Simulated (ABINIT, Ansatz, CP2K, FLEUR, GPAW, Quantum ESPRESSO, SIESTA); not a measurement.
**Code comparison for Ba₂CuSeO₂ (P4/mmm, 6 atoms in the cell)**

Self-consistent single point.

```yaml
crystal:
  lattice:
    - [4.05273, 0.00000, 0.00000]
    - [0.00000, 4.05273, 0.00000]
    - [0.00000, 0.00000, 7.56178]
  atoms:
    - { symbol: Ba, position: [0.50000, 0.50000, 0.74875] }
    - { symbol: Ba, position: [0.50000, 0.50000, 0.25125] }
    - { symbol: Cu, position: [0.00000, 0.00000, 0.50000] }
    - { symbol: Se, position: [0.00000, 0.00000, 0.00000] }
    - { symbol: O, position: [0.00000, 0.50000, 0.50000] }
    - { symbol: O, position: [0.50000, 0.00000, 0.50000] }
```

All programs got the same cell, k-point mesh and kind of occupations (in Ansatz's words: kpoints.mp_grid.grid = 6 6 3; scf.occupations.method = fermi_dirac; scf.occupations.width = 0.02 eV); potentials, basis and cutoffs are each program's usual ones.

```
code                                                                                                                                 model  pressure (GPa)  largest force (eV/Å)  k-points           cutoff
----------------  ------------------------------------------------------------------------------------------------------------------------  --------------  --------------------  --------  ---------------
FLEUR                                                     LDA (Vosko-Wilk-Nusair), all-electron FLAPW (FLEUR), scalar-relativistic valence               –                 0.681        20  Kmax 4.6 1/bohr
SIESTA            LDA PW92, numerical atomic orbitals DZP, PseudoDojo LDA standard norm-conserving potentials (rewritten from UPF to PSML)           -5.99                 0.576        60      grid 300 Ry
Ansatz                                                                                                 LDA (PW92), PAW files made with PBE           -7.17                 0.625        20           420 eV
GPAW                                                                         LDA (Perdew-Wang 92), GPAW PAW datasets LDA (gpaw-data 1.0.1)               –                 0.541        20           950 eV
Quantum ESPRESSO                                                                       LDA (PZ), GBRV 1.5 ultrasoft (LDA) pseudopotentials           -6.46                 0.506        20            50 Ry
ABINIT                                                                                                  LDA (PW92), PAW (JTH v2.0 LDA PAW)           -6.25                 0.521        20            60 Ry
CP2K                                                  LDA (Pade form), GPW, DZVP-MOLOPT-SR-GTH basis, GTH-PADE potentials (GTH_POTENTIALS)           -4.96                 0.425        56      grid 600 Ry
```

A dash marks a value that a program does not give, or that is left out as unsure.

The spread over the programs that give each value: pressure within 2.21 GPa; largest force within 0.256 eV/Å.

The starting cell comes from a database of computed structures (which also holds hypothetical and non-ambient phases and stackings), without a prior relaxation at this level. On Ansatz's run: Spin polarisation is off; with an odd number of electrons in the cell that forces a metal, and a magnetic state may lie lower. In the base run, with a pressure of about -7 GPa the cell is away from its equilibrium volume at this level.

**Question.** Why do the programs differ, and what cannot be compared?

**Answer.** Differences of this kind can come from the potentials, where these differ, and from what each basis and cutoff leave unconverged. The valence holds different numbers of electrons (FLEUR 59, SIESTA 67, Ansatz (a quantum-chemistry and plane-wave program) 67, GPAW 49, Quantum ESPRESSO 57, ABINIT 57, CP2K 49). The zero of total energies and Fermi levels follows the potentials and each program's conventions, so they are not compared here. SIESTA and CP2K use small atom-centred bases, whose incompleteness enters pressures, forces and empty levels differently from a plane-wave cutoff. FLEUR treats all electrons, but the usual bases taken here (sphere radii, linearisation, local orbitals, empty states) were not tested for convergence, so the values are no reference for the others. Ansatz's pressure is given at a fixed set of plane waves, as the other plane-wave codes print theirs; with its correction for the finite basis it is -6.96 GPa (the shift of 0.22 GPa shows how far the cutoff is from converged). The pressure of GPAW is left out: its cutoff lies under the one at which its stress was checked. The same LDA comes in different parametrisations, which differ slightly. The programs reduce the same mesh by symmetry to different extents, which changes the work and not the result. In the pressure, CP2K (by 1.50) lies more than 1 GPa from the median of the plane-wave programs. In the force vectors, FLEUR (by 0.150), Ansatz (by 0.094) and CP2K (by 0.106) lie more than 0.08 eV/Å from the median of the plane-wave programs.

Keys are those of Ansatz 0.2.
